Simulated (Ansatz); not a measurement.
The reference is BN in the zinc blende structure (space group F-43m, No. 216; a = 3.610 Å). Axes: x, y, z lie along the cube axes.

Computed with DFT with r2SCAN, PAW potentials and a 500 eV plane-wave cutoff in Ansatz (an electronic-structure program), no SOC.

Strains are applied to the cell and any free atomic positions relax; under biaxial strain the out-of-plane vector relaxes too.

One change was made to it. Results:

```tsv
quantity	base	after
band gap	5.00 eV	4.87 eV
shortest interatomic distance	156.3 pm	155.7 pm
smallest direct gap	9.59 eV	9.06 eV
```

### Question
Which of these changes matches the shifts?
A. biaxial strain +0.42 %, plane normal [111], relaxed out of plane
B. biaxial strain +2.50 %, plane normal [111], relaxed out of plane
C. biaxial strain +1.25 %, plane normal [111], relaxed out of plane
D. biaxial strain +0.83 %, plane normal [111], relaxed out of plane

### Answer
B, biaxial strain +2.50 %, plane normal [111], relaxed out of plane. For comparison, the band gap in the other runs: biaxial strain +0.42 %, plane normal [111], relaxed out of plane gives 4.98 eV; biaxial strain +0.83 %, plane normal [111], relaxed out of plane gives 4.96 eV; biaxial strain +1.25 %, plane normal [111], relaxed out of plane gives 4.93 eV.

Whether these cells are dynamically stable was not tested.
